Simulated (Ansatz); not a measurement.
**What Ru on a Sn site, symmetric start does to Sn**

Start from an 8-atom supercell of Sn (space group I4_1/amd, No. 141; a = 5.9471 Å, c = 3.2122 Å) at its relaxed geometry.

Perturbation: one Sn atom is replaced by Ru, atoms relaxed at fixed cell.

All numbers come from PBE, PAW, 420 eV (Ansatz, a program for electronic structure; no spin-orbit coupling), earlier PAW set. Settings: 7×7×7 k-points, 0.05 eV Fermi–Dirac smearing.

```tsv
quantity	base	changed	shift
pressure	0.1 GPa	-3.1 GPa	-3.14 GPa
energy gained by relaxation	–	1.15 eV	–
largest displacement of a host atom from its site in the perfect cell	–	0.44 Å	–
```

Cost of the whole job for the changed cell (relaxation, final SCF and bands): very roughly 6 core-minutes.

The cell is small, so the values are those of an ordered compound at a high defect concentration; dilute-limit values will differ. The defect started on the symmetric site and kept its symmetry, so it may sit on a saddle. The final runs are not spin-polarised. The defect cell is not spin-polarised.
